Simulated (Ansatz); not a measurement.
The reference is Pt in the fcc (Cu type) structure (space group Fm-3m, No. 225; a = 3.920 Å; relaxed with 0.1 eV smearing).

Level of theory: Kohn–Sham DFT with the PBEsol functional, run in Ansatz (a program for electronic structure) with PAW and 420 eV plane waves, no spin-orbit coupling.

Before the change:

| Item | Result |
|---|---|
| Pressure | 0.0 GPa |

The change: the cell is scaled by 1.0150 in all directions, atoms relaxed at fixed cell.

Question: Estimate the effect on the energy relative to the base.

Answer: The energy goes up by 25 meV/atom.

Question: How does this affect the pressure?

Answer: The pressure goes from zero to -11.3 GPa.

The cells carry an imposed strain or load. Whether these cells are dynamically stable was not tested. The final runs are not spin-polarised. Pt lies near a magnetic instability that expansion can trigger; it was not tested.
